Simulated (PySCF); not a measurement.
PySCF 2.14.0, BP86/def2-svp, df: W(S)2(Cl)(SH) ([S]=[W](=[S])([SH])[Cl]), 6 atoms. The geometry is a generated start, not checked to be a minimum at this level.

```yaml
task: energy
method: bp86
basis: def2-svp
two_electron_scheme: density fitting
mol.max_memory: 3000 MB
mf.max_cycle: 100
mf.conv_tol: 1e-09 (default)
mf.grids.level: 3 (default)
effective_core_potentials: those of the basis set, past Kr
basis_functions: 109
grid_points: 109640
```

```xyz
6

W      0.2722     0.4763    -0.0437
S      1.2589    -0.6761    -1.6028
S      1.5160     0.2689     1.7322
Cl    -0.0252     2.5524    -0.5399
S     -1.7066    -0.7141     0.4576
H     -1.3153    -1.9074    -0.0033
```

Charge 0 and multiplicity 1 are set for this test and not shown to be the ground state.

With the defaults (mf.DIIS = CDIIS, mf.diis_space = 8, mf.diis = true, mf.damp = 0, mf.diis_start_cycle = 1, mf.level_shift = 0, mf.init_guess = minao, mf.diis_damp = 0, newton = off) it converges in 15 Fock builds. One run each on 2 threads, 1 BLAS thread, with these changes:
- mf.diis = false, mf.damp = 0.7, mf.diis_start_cycle = 999
- mf.diis_damp = 0.3
- mf.level_shift = 1 Hartree
- newton = Hessian by the SCF's own integrals
- mf.damp = 0.7, mf.diis_start_cycle = 8
- mf.diis_space = 3
- mf.DIIS = EDIIS
- mf.diis = false
- mf.init_guess = huckel

Question: Which of these changes keep the SCF from converging, or lead it to another solution?

Answer: No convergence: mf.DIIS = EDIIS; mf.diis_space = 3; mf.diis = false; mf.diis = false, mf.damp = 0.7, mf.diis_start_cycle = 999 (the run ends without SCF convergence in 100 cycles). The rest reach the solution of the defaults.

```json
[
 {"setting": "mf.diis_damp = 0.3", "Fock builds": "14", "end": "same solution"},
 {"setting": "the defaults", "Fock builds": "15", "end": "same solution"},
 {"setting": "mf.init_guess = huckel", "Fock builds": "22", "end": "same solution"},
 {"setting": "mf.damp = 0.7, mf.diis_start_cycle = 8", "Fock builds": "23", "end": "same solution"},
 {"setting": "newton = Hessian by the SCF's own integrals", "Fock builds": "35", "end": "same solution"},
 {"setting": "mf.level_shift = 1 Hartree", "Fock builds": "63", "end": "same solution"},
 {"setting": "mf.DIIS = EDIIS", "Fock builds": "101", "end": "no convergence"},
 {"setting": "mf.diis_space = 3", "Fock builds": "101", "end": "no convergence"},
 {"setting": "mf.diis = false", "Fock builds": "101", "end": "no convergence"},
 {"setting": "mf.diis = false, mf.damp = 0.7, mf.diis_start_cycle = 999", "Fock builds": "101", "end": "no convergence"}
]
```

Under newton the count holds the products with the orbital Hessian.
